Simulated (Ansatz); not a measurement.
## Cs2NaScCl6 (space group Fm-3m, No. 225; a cell from a computed database, its experimental status unchecked)

Cs2NaScCl6 is modelled in the cubic space group Fm-3m (No. 225), Pearson symbol cF40. Cell: a = 10.418 Å, b = 10.418 Å, c = 10.418 Å, α = 90.00°, β = 90.00°, γ = 90.00°. Cs on 8c has 12 Cl at 3.686 Å (cuboctahedral). Na on 4b is coordinated by 6 Cl at 2.738 Å (octahedral). Sc on 4a is coordinated by 6 Cl at 2.471 Å (octahedral). Cl on 24e has 1 Sc at 2.471 Å and 1 Na at 2.738 Å and 4 Cs at 3.686 Å (octahedral). (Neighbours: up to the widest gap in distance over summed covalent radii, below 1.35, at either atom; cation-cation and far metal-metal contacts left out.)
(The calculation used a cell of 10 atoms; values per cell refer to that cell.)

Level of theory: Ansatz (a program for electronic structure) PBEsol, no SOC. Settings: 6×6×6 k-points, 0.05 eV Fermi–Dirac smearing.

The volume per atom is 28.27 Å³ and the density is 3.21 g/cm³. The band gap is 3.97 eV, indirect, Γ → X and the lowest conduction-band minima above the VBM comes out as X along ⟨100⟩ 3.97 eV. The total energy is -2114.462 eV/atom (σ→0; compares only within this code and set-up).

Gaps are read on the SCF mesh and a high-symmetry path. No phonon test of stability was made. All final runs are without spin polarisation.
